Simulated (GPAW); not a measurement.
GPAW run on CsMgBiO3 (R3m, 6 atoms in the cell): self-consistent single point

Computed with LDA (Perdew-Wang 92), LCAO dzp, GPAW PAW datasets LDA (gpaw-data 1.0.1) run with GPAW.

Input:

```python
from ase import Atoms
from gpaw import GPAW, FermiDirac

atoms = Atoms(['Cs', 'Mg', 'Bi', 'O', 'O', 'O'],
              cell=[[3.230515, 1.865139, 3.797010],
                    [-3.230515, 1.865139, 3.797010],
                    [0.000000, -3.730277, 3.797010]],
              positions=[[0.000000, 0.000001, 10.448764],
                         [-0.000000, 0.000000, 3.442255],
                         [0.000000, 0.000001, 6.439349],
                         [-1.585634, 0.915467, 7.461125],
                         [-0.000000, -1.830931, 7.461125],
                         [1.585634, 0.915467, 7.461125]],
              pbc=True)

calc = GPAW(mode='lcao',
            h=0.18,
            basis='dzp',
            xc='LDA',
            kpts=(3, 3, 3),
            occupations=FermiDirac(0.0),
            convergence={'density': 1e-05},
            symmetry={'symmorphic': False, 'tolerance': 0.0005},
            maxiter=150,
            txt='-')

atoms.calc = calc

energy = atoms.get_potential_energy()
print('Energy (eV):', round(energy, 6))
forces = atoms.get_forces()
print('Forces (eV/Ang):')
print(forces.round(5))
```

Log, with long lists cut:

```
Input parameters:
  basis: dzp
  convergence: {density: 1e-05}
  h: 0.18
  kpts: [3 3 3]
  maxiter: 150
  mode: lcao
  occupations: {fixmagmom: False,
                name: fermi-dirac,
                width: 0.0}
  symmetry: {symmorphic: False,
             tolerance: 0.0005}

species:
  Cs:
    name: Caesium
    Z: 55.0
    valence: 9
    core: 46
    charge: 0.0
    file: Cs.LDA.gz

    # LCAO basis set for Cs:
    #   Name: dzp
    #   File: Cs.dzp.basis.gz
    #   Number of radial functions: 11
    #   Number of spherical harmonics: 29
    #     l=0, rc=5.2188 Bohr: 5s-sz confined orbital
    #     l=0, rc=14.1406 Bohr: 6s-sz confined orbital
    #     l=1, rc=6.3281 Bohr: 5p-sz confined orbital
    #     l=1, rc=16.0000 Bohr: 6p-sz confined orbital
    #     l=2, rc=16.0000 Bohr: 5d-sz confined orbital
    #     l=0, rc=2.8750 Bohr: 5s-dz split-valence wave
    #     l=0, rc=8.8906 Bohr: 6s-dz split-valence wave
    #     l=1, rc=3.6406 Bohr: 5p-dz split-valence wave
    #     l=1, rc=10.6875 Bohr: 6p-dz split-valence wave
    #     l=2, rc=9.8281 Bohr: 5d-dz split-valence wave
    #     l=1, rc=14.1406 Bohr: p-type Gaussian polarization
    #   Number of RI-basis functions 0

  Mg:
    name: Magnesium
    Z: 12.0
    valence: 10
    core: 2
    charge: 0.0
    file: Mg.LDA.gz

    # LCAO basis set for Mg:
    #   Name: dzp
    #   File: Mg.dzp.basis.gz
    #   Number of radial functions: 9
    #   Number of spherical harmonics: 19
    #     l=0, rc=2.7969 Bohr: 2s-sz confined orbital
    #     l=0, rc=9.2344 Bohr: 3s-sz confined orbital
    #     l=1, rc=3.1406 Bohr: 2p-sz confined orbital
    #     l=1, rc=12.7188 Bohr: 3p-sz confined orbital
    #     l=0, rc=1.8125 Bohr: 2s-dz split-valence wave
    #     l=0, rc=5.5156 Bohr: 3s-dz split-valence wave
    #     l=1, rc=2.0938 Bohr: 2p-dz split-valence wave
    #     l=1, rc=7.7969 Bohr: 3p-dz split-valence wave
    #     l=1, rc=9.2344 Bohr: p-type Gaussian polarization
    #   Number of RI-basis functions 0

  Bi:
    name: Bismuth
    Z: 83.0
    valence: 15
    core: 68
    charge: 0.0
    file: Bi.LDA.gz

    # LCAO basis set for Bi:
    #   Name: dzp
    #   File: Bi.dzp.basis.gz
    #   Number of radial functions: 7
    #   Number of spherical harmonics: 23
    #     l=0, rc=6.4219 Bohr: 6s-sz confined orbital
    #     l=1, rc=8.9531 Bohr: 6p-sz confined orbital
    #     l=2, rc=4.2344 Bohr: 5d-sz confined orbital
    #     l=0, rc=3.6406 Bohr: 6s-dz split-valence wave
    #     l=1, rc=5.3281 Bohr: 6p-dz split-valence wave
    #     l=2, rc=2.7812 Bohr: 5d-dz split-valence wave
    #     l=2, rc=8.9531 Bohr: d-type Gaussian polarization
    #   Number of RI-basis functions 0

  O:
    name: Oxygen
    Z: 8.0
    valence: 6
    core: 2
    charge: 0.0
    file: O.LDA.gz

    # LCAO basis set for O:
    #   Name: dzp
    #   File: O.dzp.basis.gz
    #   Number of radial functions: 5
    #   Number of spherical harmonics: 13
    #     l=0, rc=4.3438 Bohr: 2s-sz confined orbital
    #     l=1, rc=5.3906 Bohr: 2p-sz confined orbital
    #     l=0, rc=2.2969 Bohr: 2s-dz split-valence wave
    #     l=1, rc=2.8906 Bohr: 2p-dz split-valence wave
    #     l=2, rc=5.3906 Bohr: d-type Gaussian polarization
    #   Number of RI-basis functions 0

Reference energy: -807683.567162  # eV

Spin-paired calculation

Convergence criteria:
 Maximum [total energy] change in last 3 cyles: 0.0005 eV / valence electron
 Maximum integral of absolute [dens]ity change: 1e-05 electrons / valence electron
 Maximum integral of absolute [eigenst]ate change: 4e-08 eV^2 / valence electron
 Maximum number of scf [iter]ations: 150

Symmetries present (total): 6
Symmetries with fractional translations: 0
27 k-points: 3 x 3 x 3 Monkhorst-Pack grid
6 k-points in the irreducible part of the Brillouin zone
       k-points in crystal coordinates                weights
   0:     0.00000000    0.00000000    0.00000000          1/27
   1:     0.33333333    0.00000000   -0.33333333          6/27
   2:     0.33333333    0.00000000    0.00000000          6/27
   3:     0.33333333    0.33333333   -0.33333333          6/27
   4:     0.33333333    0.33333333    0.00000000          6/27
   5:     0.33333333    0.33333333    0.33333333          2/27

Wave functions: LCAO
  Diagonalizer: Serial LAPACK
  Atomic Correction: dense with blas
  Data-type: complex

Occupation numbers: # Zero width

Eigensolver
   LCAO using direct dense diagonalizer

Densities:
  Coarse grid: 28*28*28 grid
  Fine grid: 56*56*56 grid
  Total Charge: 0.000000

Density mixing:
  Method: separate
  Backend: pulay
  Linear mixing parameter: 0.05
  old densities: 5
  Damping of long wavelength oscillations: 50

Hamiltonian:
  XC and Coulomb potentials evaluated on a 56*56*56 grid
  Interpolation: tri-quintic (5. degree polynomial)
  Poisson solver: FastPoissonSolver using
    Stencil: 12*3+1=37 point O(h^6) finite-difference Laplacian
    FFT axes: [np.int64(0), np.int64(1), np.int64(2)]
    FST axes: []

Number of atoms: 6
Number of atomic orbitals: 110
Number of bands in calculation: 34
Number of valence electrons: 52
Bands to converge: occupied

Density initialized from atomic densities

            Cs

         O       O
           OBi

            Mg

Atomic positions and initial magnetic moments

Positions:
   0 Cs     0.000000    0.000001   10.448764    ( 0.0000,  0.0000,  0.0000)
   1 Mg    -0.000000    0.000000    3.442255    ( 0.0000,  0.0000,  0.0000)
   2 Bi     0.000000    0.000001    6.439349    ( 0.0000,  0.0000,  0.0000)
   3 O     -1.585634    0.915467    7.461125    ( 0.0000,  0.0000,  0.0000)
   4 O     -0.000000   -1.830931    7.461125    ( 0.0000,  0.0000,  0.0000)
   5 O      1.585634    0.915467    7.461125    ( 0.0000,  0.0000,  0.0000)

Unit cell:
           periodic     x           y           z      points  spacing
  1. axis:    yes    3.230515    1.865139    3.797010    28     0.1794
  2. axis:    yes   -3.230515    1.865139    3.797010    28     0.1794
  3. axis:    yes    0.000000   -3.730277    3.797010    28     0.1794

  Lengths:   5.322805   5.322805   5.322805
  Angles:   74.734210  74.734210  74.734208

Effective grid spacing dv^(1/3) = 0.1842

     iter     time        total  log10-change:
                         energy   eigst   dens
iter:   1 --:--:--   -35.804204        c
iter:   2 --:--:--   -34.663270        c -1.02
iter:   3 --:--:--   -32.173324        c -1.08
iter:   4 --:--:--   -33.439850        c -1.35
iter:   5 --:--:--   -31.918061        c -1.23
iter:   6 --:--:--   -31.857141        c -1.84
iter:   7 --:--:--   -31.845364        c -2.19
iter:   8 --:--:--   -31.846203c       c -2.94
iter:   9 --:--:--   -31.844909c       c -2.76
iter:  10 --:--:--   -31.844902c       c -3.56
iter:  11 --:--:--   -31.844894c       c -3.61
iter:  12 --:--:--   -31.844897c       c -3.69
iter:  13 --:--:--   -31.844898c       c -3.77
iter:  14 --:--:--   -31.844892c       c -3.79
iter:  15 --:--:--   -31.844892c       c -4.30
iter:  16 --:--:--   -31.844891c       c -4.35
iter:  17 --:--:--   -31.844891c       c -4.80
iter:  18 --:--:--   -31.844890c       c -4.86
iter:  19 --:--:--   -31.844890c       c -5.18c

Converged after 19 iterations.

Dipole moment: (-0.000000, -0.000029, 32.432144) |e|*Ang

Energy contributions relative to reference atoms: (reference = -807683.567162)

Kinetic:        +36.714621
Potential:      -32.955516
External:        +0.000000
XC:             -36.342229
Entropy (-ST):   +0.000000
Local:           +0.738233
SIC:             +0.000000
--------------------------
Free energy:    -31.844890
Extrapolated:   -31.844890

Showing only first 2 kpts
 Kpt  Band  Eigenvalues  Occupancy
  0    24      1.75560    2.00000
  0    25      2.20818    2.00000
  0    26      5.76893    0.00000
  0    27      7.71374    0.00000

  1    24      1.70233    2.00000
  1    25      2.25733    2.00000
  1    26      6.34484    0.00000
  1    27      6.91621    0.00000

Fermi level: 4.14462

Gap: 3.249 eV
Transition (v -> c):
  (s=0, k=3, n=25, [0.33, 0.33, -0.33]) -> (s=0, k=0, n=26, [0.00, 0.00, 0.00])
Direct/indirect transitions are different
Direct gap: 3.306 eV
Transition at: (s=0, k=3, n=25, [0.33, 0.33, -0.33])
Energy (eV): -31.84489

Forces in eV/Ang:
  0 Cs    0.00000   -0.00000   -0.11039
  1 Mg    0.00000    0.00000    0.00468
  2 Bi   -0.00000    0.00000    0.09502
  3 O     0.10923   -0.06306   -0.02526
  4 O    -0.00000    0.12613   -0.02526
  5 O    -0.10923   -0.06306   -0.02526
```

The run converged in 19 iterations.

The starting cell comes from a database of computed structures (which also holds hypothetical and non-ambient phases and stackings), without a prior relaxation at this level. Spin-orbit coupling is off. Values carry the incompleteness of an atom-centred basis.

Cost on one core of a shared machine: roughly 7 min.
